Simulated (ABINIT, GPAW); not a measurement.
A GPAW input for a self-consistent single point of a sheet of SnO (4 atoms in the cell) (DFT LDA (Perdew-Wang 92), plane waves, GPAW PAW datasets LDA (gpaw-data 1.0.1)):

```python
from ase import Atoms
from ase.units import GPa
from gpaw import GPAW, PW

atoms = Atoms(['Sn', 'Sn', 'O', 'O'],
              cell=[[3.679015, 0.000000, 0.000000],
                    [0.000000, 3.679015, 0.000000],
                    [0.000000, 0.000000, 16.225354]],
              positions=[[1.839508, 0.000000, 9.225347],
                         [0.000000, 1.839508, 7.000007],
                         [0.000000, 0.000000, 8.112677],
                         [1.839508, 1.839508, 8.112677]],
              pbc=True)

calc = GPAW(mode=PW(900),
            xc='LDA',
            kpts=(5, 5, 1),
            occupations={'name': 'methfessel-paxton', 'width': 0.05, 'order': 0},
            nbands=-6,
            convergence={'forces': 0.001, 'bands': -4},
            symmetry={'symmorphic': False, 'tolerance': 0.0005},
            maxiter=120,
            txt='-')

atoms.calc = calc

energy = atoms.get_potential_energy()
print('Energy (eV):', round(energy, 6))
forces = atoms.get_forces()
print('Forces (eV/Ang):')
print(forces.round(5))
stress = atoms.get_stress()
print('Stress (GPa, Voigt):', (stress / GPa).round(4))
```

**Question.** Translate this input to ABINIT.

**Answer.** This is the input that was run; spellings and numerical settings could be chosen otherwise.

```
# SnO, JTH v2.0 LDA PAW
pp_dirpath "./"
pseudos "Sn.LDA_PW-JTH.xml, O.LDA_PW-JTH.xml"
acell 3*1.0 Angstrom
rprim
         3.6790150000    0.0000000000    0.0000000000
         0.0000000000    3.6790150000    0.0000000000
         0.0000000000    0.0000000000   16.2253540000
natom 4
ntypat 2
znucl 50 8
typat 1 1 2 2
xcart
         1.8395075000    0.0000000000    9.2253468759
         0.0000000000    1.8395075000    7.0000071241
         0.0000000000    0.0000000000    8.1126770000
         1.8395075000    1.8395075000    8.1126770000
      Angstrom
ecut 48 Ry
pawecutdg 96 Ry
pawxcdev 0
ixc 7
occopt 7
tsmear 0.00183747
nband 27
kptopt 1
ngkpt 5 5 1
nshiftk 1
shiftk 0 0 0
nstep 80
toldfe 1.0e-09
diemac 10
prtwf 0
prtden 0
prtvol 1
```

Basis settings and potentials, where a program has them, do not carry over. This input uses DFT, LDA (PW92), plane waves, PAW (JTH v2.0 LDA PAW). LDA parametrisations can differ slightly between programs.

The starting cell was generated: these elements placed on a structure prototype, without a prior relaxation; it need not be a known phase or ordering of this composition. Its lattice was rescaled in the plane by a random factor within 2.5 % of one.
